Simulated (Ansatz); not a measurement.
Take AlP in the zinc blende structure (space group F-43m, No. 216; a = 5.471 Å) as the base.

The other end (x = 1) is LuP in the zinc blende structure (space group F-43m, No. 216; a hypothetical phase, not in the database extracts checked): 28.19 Å³/atom, gap 1.54 eV; this end may not be an ambient phase.

Method: Ansatz (a program for electronic structure), PBEsol, PAW, cutoff 420 eV, no SOC.

Lu replaces a fraction x of Al; each row is one arrangement (x, atoms in the cell, starting space group or random), fully relaxed.

One change was made to it. Results:

| quantity | base | after |
|---|---|---|
| mean first-shell distances | – | Al–P 2.394 Å (end compound 2.369 Å), Lu–P 2.588 Å (end compound 2.636 Å) |
| band gap | 1.45 eV | 1.70 eV |
| volume per atom | 20.46 Å³ | 22.35 Å³ |
| mixing energy (against an end that may be hypothetical) | – | +89 meV/atom |

Question: What was done to the base?
(A) x(Lu) = 0.75, 8 atoms, I-42m
(B) x(Lu) = 0.75, 8 atoms, P-4m2
(C) x(Lu) = 0.667, 6 atoms, I-4m2
(D) x(Lu) = 0.75, 8 atoms, P-43m
(E) x(Lu) = 0.25, 8 atoms, P-43m

Answer: E, x(Lu) = 0.25, 8 atoms, P-43m. For comparison, the band gap in the other runs: x(Lu) = 0.667, 6 atoms, I-4m2 gives 0.90 eV; x(Lu) = 0.75, 8 atoms, P-43m gives 0.92 eV; x(Lu) = 0.75, 8 atoms, I-42m gives 1.31 eV; x(Lu) = 0.75, 8 atoms, P-4m2 gives 0.97 eV.

Each cell is one ordered arrangement of few atoms, which overstates ordering effects compared with a random alloy. No phonon test of stability was made.
